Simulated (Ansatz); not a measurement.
Abridged Ansatz (a quantum-chemistry and plane-wave program) output:

```
Relaxation: its limit of steps is 50 (relax.max_steps)
Pseudopotential: Mo, paw, valence charge 14
Pseudopotential: S, paw, valence charge 6
Crystal: 3 atoms, lattice volume = 50.952 Å³
Basis set: ecut = 420 eV, 997 PW (Γ), exchange–correlation on 90×90×90 points (8 copies of the dense FFT grid, shifted against one another)
Bands: 17, of which v1, the nominal top of the filled ones, is band 13 counted from 1 (12 counted from 0)
Symmetry: 6 space group operations
k-points: 189 of 1728 (time reversal used)
Functional: x = pbe(κ = 0.804, μ = 0.2195149727645171), c = pbe(β = 0.06672455060314922)
SCF iter   1: F=—  HF=-6764.832706 eV  |F-HF|=—  |Δ(HF+E_count)|=         —  Δρ=6.14e-2  dr2=2.40e0  ethr=3.10e-3  ⟨swp⟩=6.2  Hψ=19606  notcnv=0
SCF iter   2: F=—  HF=-6764.172748 eV  |F-HF|=—  |Δ(HF+E_count)|=   6.60e-1  Δρ=2.64e-2  dr2=6.21e-1  ethr=3.10e-3  ⟨swp⟩=3.0  Hψ=8247  notcnv=0
SCF 1 converged in 9 iterations: F = -6764.080452 eV  dr2 = 2.30e-10
relax step   1: F+E_penalty+E_count = -6764.08045216 eV  Δ(F+E_penalty+E_count) = +0.000e0 eV  max|allowed force component| = 2.223e-1 eV/Å  Δτ_max = 0.0000 Å  (9 SCF iters, accepted)
Crystal: 3 atoms, lattice volume = 50.952 Å³
SCF iter   1: F=—  HF=-6764.082609 eV  |F-HF|=—  |Δ(HF+E_count)|=         —  Δρ=1.20e-3  dr2=6.41e-4  ethr=2.56e-6  ⟨swp⟩=3.3  Hψ=14071  notcnv=0
SCF iter   2: F=—  HF=-6764.082459 eV  |F-HF|=—  |Δ(HF+E_count)|=   1.49e-4  Δρ=4.89e-4  dr2=9.91e-5  ethr=2.47e-6  ⟨swp⟩=2.6  Hψ=4936  notcnv=0
SCF 2 converged in 7 iterations: F = -6764.082399 eV  dr2 = 3.43e-11
relax step   2: F+E_penalty+E_count = -6764.08239944 eV  Δ(F+E_penalty+E_count) = -1.947e-3 eV  max|allowed force component| = 9.767e-2 eV/Å  Δτ_max = 0.0157 Å  (7 SCF iters, accepted)
Crystal: 3 atoms, lattice volume = 50.952 Å³
SCF iter   1: F=—  HF=-6764.082925 eV  |F-HF|=—  |Δ(HF+E_count)|=         —  Δρ=3.66e-4  dr2=5.95e-5  ethr=2.32e-6  ⟨swp⟩=3.6  Hψ=10612  notcnv=0
SCF iter   2: F=—  HF=-6764.082914 eV  |F-HF|=—  |Δ(HF+E_count)|=   1.10e-5  Δρ=1.51e-4  dr2=9.64e-6  ethr=2.29e-7  ⟨swp⟩=1.5  Hψ=5232  notcnv=0
SCF 3 converged in 6 iterations: F = -6764.082860 eV  dr2 = 1.00e-10
relax step   3: F+E_penalty+E_count = -6764.08285993 eV  Δ(F+E_penalty+E_count) = -4.605e-4 eV  max|allowed force component| = 5.264e-4 eV/Å  Δτ_max = 0.0048 Å  (6 SCF iters, accepted)
SCF converged after 6 iterations
Free energy (F): -6764.082860 eV
Internal energy: -6764.082857 eV  (E = F + TS)
E sigma→0 (E₀):  -6764.082858 eV
Entropy (-TS):   -0.000003 eV (-0.001 meV/atom)
Fermi energy:    12.186009 eV
  E_disp       = -1.339272  (pairwise vdW)
--- Forces (eV/Å), atoms counted from 1 ---
  atom   1  Mo    -0.00000000     0.00000000     0.00048135
  atom   2  S     -0.00000000     0.00000000     0.00004508
  atom   3  S     -0.00000000    -0.00000000    -0.00052631
--- Stress (GPa, compression-positive) ---
        1.406118       0.000000       0.000000
        0.000000       1.406118      -0.000000
        0.000000      -0.000000       0.409424
  P = ⅓ Tr σ = 1.0739 GPa (10.739 kbar)
--- Relaxed structure (3 steps of the walk, 3 accepted, 0 SCFs on fresh bases) ---
  atoms:
    - { symbol: Mo, position: [2.0365070336855002e-5, 2.0365070336855002e-5, 2.0365070336854995e-5] }
    - { symbol: S, position: [0.754136539856808, 0.754136539856808, 0.754136539856808] }
    - { symbol: S, position: [0.579143095072855, 0.579143095072855, 0.579143095072855] }
```

Q: What was computed, and what are the main results?

A: MoS2, 3 atoms in the cell, with PBE-D3(BJ) (Ansatz, PAW, spin-orbit coupling left out), earlier PAW set. The last SCF converged to F = -6764.082860 eV, or -2254.6943 eV per atom, at a pressure of 1.07 GPa. The total energy compares only with runs of the same code, potentials and settings.

The cells carry an imposed strain or load. Whether these cells are dynamically stable was not tested. The cell was made from MoS₂ in the 3R-MoS2 type structure (space group R3m, No. 160; layered, stacked along the Cartesian z axis) by this change: isotropic strain −0.45 %.

Keys are those of Ansatz 0.2.
